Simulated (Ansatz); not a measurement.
Model glasses of amorphous Si3N4, 72 to 78 atoms (Si30N40 before any change). Each row is one cell at a composition chosen by hand, melted whole on the CHGNet potential with the anions pushed apart under 1.9 Å, quenched within some picoseconds, far faster than a real film, and relaxed with PBE, scalar-relativistic without spin-orbit coupling (plane waves to 420 eV, PAW; Ansatz, an electronic-structure program). Each is the lower in DFT energy of 2 quenches. Cycles of charging and discharging were tried on the cells ahead of these points, and a cell that came back lower was taken. The column on the box says what of it was relaxed with the atoms; held means as the quench left it. Cells that kept moments or hold spare charge are left out.

Formal charges balance in every cell, with the guest at the charge named. Neighbours are the N atoms within a cut-off of 1.2 times the sum of covalent radii (1.1 times for Ti, Zr, Hf); the radius is Shannon's ionic radius for that charge at the coordination found, taken on a straight line between listed coordinations where the table lacks it (Shannon's radii were fitted to oxides and fluorides), averaged where a cell holds several guest atoms. The coordination is that of the cell taken. The cells ran without spin polarisation.

```
guest  change of the cell               box  cut-off (Å)  N neighbours  ionic radius (Å)  mean guest-N distance (Å)
-----  ------------------  ----------------  -----------  ------------  ----------------  -------------------------
B3+            +1 B, +1 N             shape         1.86             3              0.01                       1.45
P5+            +5 N, +3 P             shape         2.14       4, 4, 4              0.17                       1.65
Al3+          +1 Al, +1 N             shape         2.30             4              0.39                       1.95
Ti4+          +4 N, +3 Ti  volume and shape         2.54       5, 4, 6              0.51                   withheld
Mg2+          +3 Mg, +2 N             shape         2.54       4, 5, 4              0.60                       2.18
Zr4+          +4 N, +3 Zr             shape         2.71       6, 5, 4              0.66                       2.25
Hf4+          +3 Hf, +4 N             shape         2.71       5, 6, 5              0.67                       2.20
```

### Question
Fit a straight line of the last column on the one before it through the 6 full rows, and predict the withheld value for Ti4+.

### Answer
Means: x = 0.417, y = 1.947. Slope = Σ(Δx Δy) / Σ(Δx²) = 0.4558 / 0.3839 = 1.187; intercept = 1.947 − (1.187) × 0.417 = 1.452 Å; r.m.s. residual 0.026 Å. Prediction: 1.452 + (1.187) × 0.51 = 2.06 Å. The run gave 2.05 Å, a miss of 0.01 Å, within the residual.
